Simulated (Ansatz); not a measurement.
Base system: InAs in the zinc blende structure (space group F-43m, No. 216).

```yaml
crystal:
  lattice:
    - [0.00000, 3.05467, 3.05467]
    - [3.05467, 0.00000, 3.05467]
    - [3.05467, 3.05467, 0.00000]
  atoms:
    - { symbol: As, position: [0.25000, 0.25000, 0.25000] }
    - { symbol: In, position: [0.00000, 0.00000, 0.00000] }
```

Calculations: r2SCAN in Ansatz (plane waves to 500 eV, PAW, without spin-orbit coupling).

Before the change:

```
Quantity                Value
-------------------  --------
Lattice parameter a  610.9 pm
Band gap              0.08 eV
```

One thing is altered: Bi takes the place of As on all its sites; the structure is relaxed again.

Tabulated Pauling electronegativity and covalent radius: As 2.18, 1.19 Å; Bi 2.02, 1.48 Å.

**Question.** Estimate the effect on the lattice parameter a and band gap.

**Answer.** The lattice parameter a goes up by 64.8 pm to 675.7 pm; the band gap goes from 0.08 eV to zero.

Spin-orbit coupling, missing from the scalar runs, can matter with Bi. No phonon test of stability was made. For InBi in this form, whether it has been made was not checked. A zero or small gap of InAs can be the functional's error rather than a property of the material.

Ansatz is a program for electronic structure.
